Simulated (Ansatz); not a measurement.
Where the default PAW files enter, the runs use the earlier of Ansatz's two default sets.

Here is the system:

```
Ga2O3
1.0
    4.99740     0.00000     0.00000
    0.00000    13.45065     0.00000
    2.49870     4.48355     1.44263
Ga O
4 6
Direct
  0.00000   0.14441   0.00000
  0.00000   0.85559   0.00000
  0.00000   0.35559   0.00000
  0.00000   0.64441   0.00000
  0.30316   0.25000   0.00000
  0.69684   0.75000   0.00000
  0.39368   0.94684   0.90948
  0.60632   0.05316   0.09052
  0.30316   0.55316   0.09052
  0.69684   0.44684   0.90948
```

Space group of this cell: R-3c, corundum. The cell is taken as given; by r2SCAN its mean pressure is -1.4 GPa.

Transport runs along the normal of the first two printed cell vectors, the (100) plane of the conventional cell.

The gap is the functional's own, uncorrected, and κ follows it; spin-orbit coupling is left out. Mid-gap values are interpolated between the computed energies.

Task: Estimate the band gap and the smallest decay constant κ at mid-gap that r2SCAN (Ansatz, a program for electronic structure) returns for this system.

Result: Gap 3.50 eV on a 20×20×20 mesh; κ = 0.253 1/Å, at the zone centre.
